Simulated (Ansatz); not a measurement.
# A computed series for GaN: response to strain

The parent structure is GaN in the wurtzite structure (space group P6_3mc, No. 186; a = 3.183 Å, c = 5.184 Å). Axes: x lies along a and z along c of the hexagonal cell.

Strains are applied to the cell and any free atomic positions relax; under biaxial strain the out-of-plane vector relaxes too.

The values are results of r2SCAN/PAW in Ansatz (an electronic-structure program), scalar-relativistic without spin-orbit coupling, not measurements.

Notes on the quantities. pressure: mean of the normal stresses, compression positive.

| variant | electron mass | pressure | band gap |
|---|---|---|---|
| base | 0.17 mₑ along c, 0.19 mₑ across (at Γ) | 0.00 GPa | 2.35 eV |
| biaxial strain −3.95 %, plane normal [001], relaxed out of plane | 0.16 mₑ out of plane, 0.22 mₑ in plane (at Γ) | 13.64 GPa | 2.42 eV |
| biaxial strain −0.28 %, plane normal [001], relaxed out of plane | 0.17 mₑ out of plane, 0.19 mₑ in plane (at Γ) | 0.85 GPa | 2.36 eV |
| isotropic strain +3.14 % | 0.13 mₑ along c, 0.14 mₑ across (at Γ) | -14.92 GPa | 1.71 eV |
| tensor shear ε_xy = −3.59 % | – | 0.03 GPa | 2.10 eV |

Masses are band curvatures over ±0.01 Å⁻¹ around the edge. No phonon test of stability was made.
